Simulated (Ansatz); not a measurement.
A computed series for TiSi2: pressure series

Start from TiSi2 (space group Fddd, No. 70; a = 4.8062 Å, b = 8.2647 Å, c = 8.5654 Å).

Cell and atoms are relaxed at each pressure.

Calculations: PBE (Ansatz, a program for electronic structure, PAW, scalar-relativistic without spin-orbit coupling).

```json
[
 {"pressure (GPa)": "-2", "volume per atom (Å³/atom)": "14.389"},
 {"pressure (GPa)": "-1", "volume per atom (Å³/atom)": "14.281"},
 {"pressure (GPa)": "0", "volume per atom (Å³/atom)": "14.176"},
 {"pressure (GPa)": "0.9", "volume per atom (Å³/atom)": "?"},
 {"pressure (GPa)": "2.1", "volume per atom (Å³/atom)": "13.974"},
 {"pressure (GPa)": "4.5", "volume per atom (Å³/atom)": "13.758"},
 {"pressure (GPa)": "9", "volume per atom (Å³/atom)": "13.395"},
 {"pressure (GPa)": "15", "volume per atom (Å³/atom)": "12.977"},
 {"pressure (GPa)": "22.5", "volume per atom (Å³/atom)": "12.534"}
]
```

**Question.** Fit the third-order Birch–Murnaghan form P(V) = (3B₀/2)[(V₀/V)^(7/3) − (V₀/V)^(5/3)]·[1 + (3/4)(B₀′ − 4)((V₀/V)^(2/3) − 1)] (squares taken in P) to the rows shown and predict the withheld row.

**Answer.** Least squares on the printed values gives V₀ = 14.178 Å³/atom, B₀ = 140 GPa, B₀′ = 4.3; this predicts 14.088 Å³/atom, and the run gives 14.089 Å³/atom, in agreement.

Load acts through the strain it causes; cell and atoms are relaxed under it. No phonon test of stability was made. No other phases were tried under pressure. The final runs are not spin-polarised.
